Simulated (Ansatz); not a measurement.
Reference: BaS (Fm-3m), PBEsol, rigid bands (plane waves, PAW, scalar-relativistic; Ansatz, a program for electronic structure); axes and stresses refer to this cell.

```xyz
2
Lattice="0.0000 3.1659 3.1659 3.1659 0.0000 3.1659 3.1659 3.1659 0.0000" Properties=species:S:1:pos:R:3 pbc="T T T"
Ba     0.0000     0.0000     0.0000
S      3.1659     3.1659     3.1659
```

- Seebeck coefficient, p-type 1e19 cm⁻³: 457 μV/K
- hole conductivity mass: 0.83 mₑ
- band gap: 2.04 eV

### Question
Change: functional PBE, cell relaxed with it. What happens to Seebeck coefficient, p-type 1e19 cm⁻³, hole conductivity mass, band gap?

### Answer
Seebeck coefficient, p-type 1e19 cm⁻³ moves little, to 452 μV/K; hole conductivity mass goes up to 0.91 mₑ; band gap rises to 2.23 eV.

### Question
Change: functional r2SCAN on the same cell. What happens to Seebeck coefficient, p-type 1e19 cm⁻³, hole conductivity mass, band gap?

### Answer
Seebeck coefficient, p-type 1e19 cm⁻³ moves little, to 470 μV/K; hole conductivity mass goes up to 0.87 mₑ; band gap goes up to 2.51 eV.

Masses are for dilute carriers at 300 K, harmonic means over directions unless an axis is named. Seebeck coefficients are for the stated density at 300 K, with one relaxation time for all states and whether or not that doping can be reached. Spin-orbit coupling is left out unless a row names it. 

Formula and space group known from diffraction (Crystallography Open Database), not checked to be the room-temperature form: BaS (Fm-3m).
